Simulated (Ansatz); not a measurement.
Results of PBE-D3(BJ) in Ansatz (plane waves, PAW) for C11b WSi₂.

Run with plane-wave cutoff 520 eV, 24×24×24 k mesh, Fermi–Dirac smearing 0.05 eV, no spin polarisation, scalar-relativistic PAW data made under PBE.

Energies at three volumes about the minimum:

```csv
V (Å³/atom),E − E_lowest (meV/atom)
12.985,4.01
13.250,0.00
13.515,3.73
```

Problem. Fit a parabola by hand: where is the minimum, and what is the bulk modulus?

Solution. Slopes: (0.00 − 4.01)/(13.250 − 12.985) = -15.132 and (3.73 − 0.00)/(13.515 − 13.250) = 14.075 meV/Å³. Curvature E″ = 2 × (14.075 − (-15.132))/(13.515 − 12.985) = 110.215 meV/Å⁶. From the middle of the first interval, the slope vanishes at V0 = 13.1175 − (-15.132)/110.215 = 13.255 Å³/atom. B = V0 E″ = 13.255 × 110.215 meV/Å³ × 0.1602 GPa per meV/Å³ = 234 GPa. The full Birch–Murnaghan fit to all volumes gives V0 = 13.250 Å³/atom and B0 = 234 GPa.

Shape and atoms are relaxed at each volume.

Ansatz is a quantum-chemistry and plane-wave program.
